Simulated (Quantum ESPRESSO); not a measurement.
Quantum ESPRESSO run on IrW (P-6m2, 2 atoms in the cell): self-consistent single point.

Computed with LDA (PW92), PseudoDojo standard norm-conserving (LDA) pseudopotentials (plane waves; Quantum ESPRESSO 7.5).

The change in words: lattice scaled by 0.98. Reference geometry:
```
IrW
1.0
    2.80608     0.00000     0.00000
   -1.40304     2.43014     0.00000
    0.00000     0.00000     4.48395
Ir W
1 1
Direct
  0.00000   0.00000   0.50000
  0.66667   0.33333   0.00000
```

Reference input (self-consistent single point, DFT, LDA (PW92), plane waves, PseudoDojo standard norm-conserving (LDA) pseudopotentials): ecutwfc = 70 Ry; occupations = smearing; smearing = gaussian; degauss = 0.0099958 Ry; potentials = {Ir: Ir.upf, W: W.upf}; K_POINTS = automatic 11 11 6 0 0 0; conv_thr = 1e-10 Ry. This run's input differs from it in these lines:

```diff
@@ -10,4 +10,4 @@
  ibrav = 4
- celldm(1) = 5.3027231583
- celldm(3) = 1.597940756760
+ celldm(1) = 5.1966680336
+ celldm(3) = 1.597940960202
  nat = 2
```

Output, abridged:

```
     Self-consistent Calculation

     iteration #  1     ecut=    70.00 Ry     beta= 0.70

     Threshold (ethr) on eigenvalues was too large:
     Diagonalizing with lowered threshold

     total energy              =    -381.76374491 Ry
     estimated scf accuracy    <       0.08767189 Ry

     iteration #  2     ecut=    70.00 Ry     beta= 0.70

     total energy              =    -381.68764203 Ry
     estimated scf accuracy    <       0.76982229 Ry

     iteration #  3     ecut=    70.00 Ry     beta= 0.70

     total energy              =    -381.79655092 Ry
     estimated scf accuracy    <       0.04503648 Ry

   [... 4 blocks of this kind left out ...]

     iteration #  8     ecut=    70.00 Ry     beta= 0.70

     total energy              =    -381.80196238 Ry
     estimated scf accuracy    <          6.5E-09 Ry

     iteration #  9     ecut=    70.00 Ry     beta= 0.70
     End of self-consistent calculation

     the Fermi energy is    24.6434 ev

!    total energy              =    -381.80196238 Ry
     estimated scf accuracy    <          1.8E-11 Ry
     smearing contrib. (-TS)   =      -0.00104959 Ry
     internal energy E=F+TS    =    -381.80091279 Ry

     convergence has been achieved in   9 iterations

     Forces acting on atoms (cartesian axes, Ry/au):

     atom    1 type  1   force =     0.00000000    0.00000000    0.00000000
     atom    2 type  2   force =    -0.00000000   -0.00000000    0.00000000

     Total force =     0.000000     Total SCF correction =     0.000000

          total   stress  (Ry/bohr**3)                   (kbar)     P=       25.30
   0.00014550  -0.00000000   0.00000000           21.40       -0.00        0.00
  -0.00000000   0.00014550   0.00000000           -0.00       21.40        0.00
   0.00000000   0.00000000   0.00022497            0.00        0.00       33.09

   JOB DONE.
```

The run converged in 9 iterations. Against the reference run the free energy goes down by 45.5 meV/atom and the pressure goes from -17.76 to 2.53 GPa.

The starting cell comes from a database of computed structures (which also holds hypothetical and non-ambient phases and stackings), without a prior relaxation at this level. For this run, on top of that: lattice scaled by 0.98. Spin polarisation is off.

Cost on one core of a shared machine: roughly 40 s.
